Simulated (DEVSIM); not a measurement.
Device: abrupt Si p-n junction, at 300 K.

Layer 1 from the left is Si, thickness (μm) 14.0, Na (cm⁻³) 2.2e17, τn (s) 0.00082, τp (s) 0.00082. Layer 2 from the left is Si, thickness (μm) 2.90, Nd (cm⁻³) 1.9e16, τn (s) 0.00082, τp (s) 0.00082.

Left contact: ohmic. Right contact: ohmic. Voltage is applied to the left contact. Recombination: SRH at mid-gap. Mobility is constant in doping.

The device is made up for the run: typed textbook-type constants, with dimensions and the other settings drawn at random. Values at 300 K.

Si: gap (eV) 1.124, affinity (eV) 4.05, permittivity 11.7, Nc (cm⁻³) 2.86e19, Nv (cm⁻³) 3.1e19, μn (cm²/Vs) 1417, μp (cm²/Vs) 470.

Question: Estimate by hand the built-in potential, the peak field at zero bias, the capacitance at -0.6 V, and compare with a numerical solution.

Answer: 
- Built-in potential: ni = √(Nc Nv) exp(−Eg/2kT) = 1.08e10 cm⁻³ with Eg = 1.124 eV; Vbi = kT/q ln(Na Nd/ni²) = 0.807 V; numerical 0.807 V.
- Peak field at zero bias: depletion approximation: W = √(2εVbi/(qN)) = 0.244 μm with N = 1.75e16 cm⁻³; field = 2Vbi/W = 66100 V/cm; numerical 64400 V/cm (estimate above by 2.6 %).
- Capacitance at -0.6 V: C = √(qεN / 2(Vbi + |V|)) = 32.1 nF/cm²; numerical 32.7 nF/cm² (estimate below by 1.9 %).

Model (solved in DEVSIM): 1D drift-diffusion, Boltzmann statistics, complete ionisation; no tunnelling, impact ionisation, image-force lowering or self-heating.
